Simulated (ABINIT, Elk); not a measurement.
An ABINIT input for a self-consistent single point of Zn (P6_3/mmc, 2 atoms in the cell) (DFT, PBE, plane waves, PAW (JTH v2.0 PBE PAW)):

```
# Zn, JTH v2.0 PBE PAW
pp_dirpath "./"
pseudos "Zn.GGA_PBE-JTH.xml"
acell 4.9261380370 4.9261380370 9.1670614306
rprim
         0.5000000000   -0.8660254038    0.0000000000
         0.5000000000    0.8660254038    0.0000000000
         0.0000000000    0.0000000000    1.0000000000
natom 2
ntypat 1
znucl 30
typat 1 1
xred
         0.3333333333    0.6666666667    0.2500000000
         0.6666666667    0.3333333333    0.7500000000
ecut 30 Ha
pawecutdg 60 Ha
ixc 11
occopt 3
tsmear 0.00183747
nband 17
kptopt 1
ngkpt 14 14 7
nshiftk 1
shiftk 0 0 0
nstep 60
tolvrs 1.0e-10
prtwf 0
prtden 0
enunit 2
```

**Question.** Translate this input to Elk.

**Answer.** One input that does it (others would too):

```
tasks
  0

xctype
  20

rgkmax
  7.5

gmaxvr
  16.0

nxlo
  2

lorbcnd
  .true.

rmtscf
  0.98

lmaxi
  2

swidth
  0.00183747

maxscl
  100

avec
    2.4630690185   -4.2661606826    0.0000000000
    2.4630690185    4.2661606826    0.0000000000
    0.0000000000    0.0000000000    9.1670614306

atoms
  1
  'Zn.in'
  2
  0.3333333333  0.6666666667  0.2500000000    0.0 0.0 0.0
  0.6666666667  0.3333333333  0.7500000000    0.0 0.0 0.0

ngridk
  14 14 7
```

Basis, cutoffs, solver keys and any potentials are the target program's own. This input uses DFT, PBE, all-electron FP-LAPW, Elk's shipped species files, APW+lo basis with extra local orbitals.

The starting cell has typed, rounded lattice constants, without a prior relaxation at this level. For this run, on top of that: lattice scaled by 0.98.
